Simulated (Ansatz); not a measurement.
Charge-transition levels above the valence-band maximum in metastable zinc-blende AlN (eV), each at one geometry relaxed with PBE and evaluated in Ansatz (a first-principles code) with PBE, r2SCAN. Host gaps: PBE 3.31 eV, r2SCAN 3.92 eV. Set-up: 64-site cell; 2×2×2 shifted k-points; charged states image-corrected; no Hubbard U; not converged in cell size; flagged in the runs: for some of the defects a doubtful potential alignment.

| defect | PBE | r2SCAN |
|---|---|---|
| Si on the N site (+1/0) | 1.52 | 1.74 |
| Cu on the Al site (−1/−2) | 2.37 | 2.75 |
| Fe on the Al site (0/−1) | 2.81 | 3.21 |
| Cr on the Al site (+1/0) | 2.36 | 2.45 |
| Eu on the Al site (0/−1) | 2.35 | 2.83 |
| Cr on the Al site (0/−1) | 2.98 | 3.20 |
| Ni on the Al site (0/−1) | 2.08 | 2.16 |
| As on the N site (+1/0) | 0.65 | 0.74 |
| N vacancy (+1/0) | not bound | 3.58 |

PBE less r2SCAN: over the 8 rows with both numbers (drawn at random from the settled rows of this host; unsettled states are left out), mean -0.25 eV, median -0.22 eV, mean size 0.25 eV, from -0.48 to -0.08 eV. PBE binds no carrier in 1 of the 9 cases.
